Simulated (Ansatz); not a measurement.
Adsorption energy and surface dipole of Cl on the 1x1 (0001) surface of hcp Co, ferromagnetic, one in a 1x1 cell, started at the site 'top Co', worked from the runs' numbers; total energies count from the potentials' own zero.

Method: PBE (plane waves to 420 eV, PAW; Ansatz, a quantum-chemistry and plane-wave program).

Set-up: 5 atoms, 6.0 Å thick at the start under the adsorbate (thin: gaps and levels are the slab's own); mesh 14x14x1; 0.1 eV smearing; dipole correction on; 2 atoms held, the rest relaxed; start symmetry kept, larger cells not searched; spin-polarised, no spin-orbit, no U, no dispersion correction. At the end it is bonded to Co. In PBE it is, or lies within 0.03 eV of, the lowest of the starts that converged.

```csv
quantity,value
slab with the adsorbate,-21581.999 eV
"clean slab, same cell and mesh",-20503.174 eV
"reference, ½ Cl2(g)",-1079.444 eV
area of the cell,5.38 Å²
change of the step from the bottom to the top vacuum level,-0.358 eV
```

Q: What is the adsorption energy against this reference?

A: E(slab + adsorbate) − E(slab) − E(reference) = 0.62 eV, so in this state the adsorbate is less stable than in the reference, at a coverage of 18.58 a nm².

Q: What dipole does adsorption add to the slab along the outward normal (Helmholtz relation, ε₀ = 0.005526 e/(V·Å))?

A: p = −ε₀·A·ΔV = 0.011 e·Å = 0.05 D; its positive end points to the vacuum, which lowers the vacuum level.
